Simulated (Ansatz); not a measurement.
**Ge (Fd-3m, No. 227, 34 atoms in the cell; start mp-1198022): lattice parameter a by level of theory**

No measured value is used here.

Question: Put these levels in order of the lattice parameter a that they give for Ge (Fd-3m, No. 227, 34 atoms in the cell; start mp-1198022), smallest first: LDA (Ansatz, a first-principles code), PBE (Ansatz), r²SCAN+rVV10 (Ansatz).

Answer: LDA (15.101 Å), r²SCAN+rVV10 (15.202 Å), PBE (15.463 Å)

PBE: the relaxation could not lower the start's symmetry, so the cell can be a saddle point above a distorted one. Cutoffs differ between the levels. Ansatz's density-functional and Hartree–Fock values are scalar-relativistic unless marked +SOC, with PAW data made under PBE.

A start named mp-… is a Materials Project structure, which need not be a measured phase.
